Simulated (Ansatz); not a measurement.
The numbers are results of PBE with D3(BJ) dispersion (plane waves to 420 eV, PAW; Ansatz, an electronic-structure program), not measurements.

Electrostatic potential energy of an electron, averaged over planes parallel to the surface, in eV from the Fermi level, for the (121) surface of black phosphorus in its 1x1 cell, outermost plane spacing 0.17 Å in the ideal cut:

```tsv
z (Å)	V (eV)
3.38	4.87
3.66	4.87
3.94	4.87
4.22	4.87
4.50	4.87
4.78	4.87
5.06	4.86
5.34	4.86
5.62	4.85
5.91	4.83
6.19	4.78
6.47	4.67
6.75	4.42
7.03	3.86
7.31	2.73
7.59	1.26
7.88	-0.59
8.16	-2.99
8.44	-4.76
8.72	-5.86
9.00	-6.49
9.28	-6.67
9.56	-6.61
9.84	-6.15
10.12	-6.09
10.41	-6.72
10.69	-7.17
10.97	-7.00
11.25	-6.90
11.53	-7.03
11.81	-6.96
12.09	-6.14
12.38	-5.56
12.66	-6.17
12.94	-6.67
13.22	-6.38
13.50	-6.11
13.78	-6.34
14.06	-6.61
14.34	-6.10
14.62	-5.53
14.91	-6.18
15.19	-7.03
15.47	-7.10
15.75	-6.95
16.03	-6.98
16.31	-7.13
16.59	-6.67
16.88	-6.08
17.16	-6.18
17.44	-6.63
17.72	-6.71
18.00	-6.50
18.28	-5.86
18.56	-4.71
18.84	-2.90
19.12	-0.55
19.41	1.25
19.69	2.69
19.97	3.84
20.25	4.41
20.53	4.66
20.81	4.78
21.09	4.83
21.38	4.85
21.66	4.86
21.94	4.86
22.22	4.87
22.50	4.87
22.78	4.87
23.06	4.87
23.34	4.87
23.62	4.87
```

Model: 40-atom slab, 10.9 Å thick at the start, 7x4x1 mesh, Fermi-Dirac 0.1 eV, dipole correction, all atoms relaxed; no symmetry held; no spin, no spin-orbit, no U.

The vacuum level lies 4.87 eV above the Fermi level over the top face and 4.87 eV above it under the bottom face.
